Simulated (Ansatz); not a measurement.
Base system: MgO in the rock salt structure (space group Fm-3m, No. 225; a = 4.2044 Å).

Computed with Kohn–Sham DFT with the r2SCAN functional, run in Ansatz (an electronic-structure program) with PAW and 500 eV plane waves, no spin-orbit coupling.

For the base:

| Quantity | Value |
|---|---|
| Hole mass | 0.42, 2.1, 2.1 mₑ (at Γ) |
| Volume per atom | 9.29 Å³ |
| Band gap | 5.68 eV |

Now apply this change: hydrostatic tension (pressure −2 GPa).

**Question.** Estimate the effect on the hole mass, volume per atom and band gap.

**Answer.** The hole mass (degenerate bands, along [100]) is still 0.42, 2.1, 2.1 mₑ (at Γ); the volume per atom increases by 0.12 Å³ (9.29 Å³ → 9.41 Å³); the band gap falls by 0.12 eV, from 5.68 eV to 5.56 eV.

Load acts through the strain it causes; cell and atoms are relaxed under it. Effective masses come from finite differences of ±0.01 Å⁻¹. Stability against distortions was not tested.
